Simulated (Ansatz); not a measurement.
Defect migration in monoclinic ZrO2 with all lengths changed by +1 %: O vacancy, charge state +2. Method: PBE, PAW (plane waves to 420 eV; Ansatz, an electronic-structure program).

Settings: 96 host sites, the strained lattice (strain from the relaxed PBE one, atoms relaxed), the Γ point alone, smearing 0.01 eV, spin-restricted, no image-charge correction. Static, classical nuclei. The charge state is imposed; whether it is stable for some Fermi level was not computed. Forms of the defect that were not tried may lie lower.

Barriers: single points on a 2×2×2 k-point mesh shifted by half a step at the bands' geometries.

The step: one O atom jumps into the vacancy from a nearby O site. Atoms about the jump, Cartesian Å from the middle of the jump, before and after:

```tsv
atom	x0	y0	z0	x1	y1	z1
O1	-0.21	0.30	1.23	0.21	-0.30	-1.23
Zr2	1.06	-1.24	0.64	1.19	-1.32	0.37
Zr3	-1.90	1.50	0.93	-2.14	1.63	0.87
Zr4	1.65	1.22	-2.30	1.50	1.04	-2.18
O5	-2.62	-0.06	-0.49	-2.62	0.04	-0.45
O6	-0.66	-2.20	0.02	-0.67	-2.21	0.24
O7	2.21	-0.03	-0.63	2.69	-0.03	-0.51
O8	-0.68	3.00	0.17	-0.68	2.89	0.13
Zr9	-1.69	-1.73	-1.81	-1.45	-1.58	-1.73
O10	-0.21	2.11	-2.44	-0.19	2.24	-2.57
O11	2.17	-0.10	2.20	1.76	-0.07	2.05
```

Q: Where do these atoms stand at the saddle point, and how high is it?

A: 
```tsv
atom	x	y	z
O1	-0.08	0.29	-0.21
Zr2	1.12	-1.24	0.46
Zr3	-1.85	1.49	0.71
Zr4	1.54	1.17	-2.15
O5	-2.73	-0.06	-0.49
O6	-0.67	-2.31	0.10
O7	2.57	-0.04	-0.56
O8	-0.67	3.05	0.14
Zr9	-1.62	-1.66	-1.74
O10	-0.18	2.27	-2.54
O11	1.90	-0.08	2.16
```
It lies 0.87 eV above the start and 0.87 eV above the end. The saddle point's order was not checked.
